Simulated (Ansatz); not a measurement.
Input:

```yaml
crystal:
  lattice:
    - [3.86446, 0.00000, 0.00000]
    - [0.00000, 3.86446, 0.00000]
    - [0.00000, 0.00000, 3.86446]
  atoms:
    - { symbol: K, position: [0.00000, 0.00000, 0.00000] }
    - { symbol: Ta, position: [0.50000, 0.50000, 0.50000] }
    - { symbol: O, position: [0.00000, 0.50000, 0.50000] }
    - { symbol: O, position: [0.50000, 0.50000, 0.00000] }
    - { symbol: O, position: [0.50000, 0.00000, 0.50000] }
```

No spin polarisation.

Level of theory: PBE (Ansatz, a first-principles code, PAW, without spin-orbit coupling). k-mesh 8×8×8 (Γ-centred); smearing 0.05 eV (Fermi–Dirac).

Problem. Estimate the gap character.

Solution. Indirect, R → Γ.

Problem. Estimate the band gap.

Solution. 2.43 eV.

Spin-orbit coupling, missing from the scalar runs, can matter with Ta. Load acts through the strain it causes; cell and atoms are relaxed under it. Whether these cells are dynamically stable was not tested. No other phases were tried under pressure. The cell was made from KTaO$_{3}$ in the cubic perovskite structure (space group Pm-3m, No. 221) by this change: pressure 30 GPa.
